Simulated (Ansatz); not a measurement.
**Ni₂Ge (P6₃/mmc, No. 194, 6 atoms in the cell; start mp-1594)**

Calculation: PBEsol in Ansatz (PAW).

Settings: plane-wave cutoff 500 eV, 12×12×8 k mesh (along the axes of the cell as run), Fermi–Dirac smearing 0.05 eV, no spin polarisation, scalar-relativistic PAW data made under PBE.

Cell (relaxed at this level):

```xyz
6
Lattice="3.9720 0.0000 0.0000 -1.9860 3.4399 0.0000 0.0000 0.0000 5.0145" Properties=species:S:1:pos:R:3 pbc="T T T"
Ni     1.9860     1.1466     1.2536
Ni     0.0000     2.2932     3.7609
Ni     0.0000     0.0000     0.0000
Ni     0.0000     0.0000     2.5072
Ge     1.9860     1.1466     3.7609
Ge     0.0000     2.2932     1.2536
```

* **band gap**: zero (no gap)

Note: the relaxation could not lower the start's symmetry, so the cell can be a saddle point above a distorted one.

Spin–orbit coupling is not included.

Computed values are for the static lattice.

A start named mp-… is a Materials Project structure, which need not be a measured phase.

Ansatz is a first-principles code.
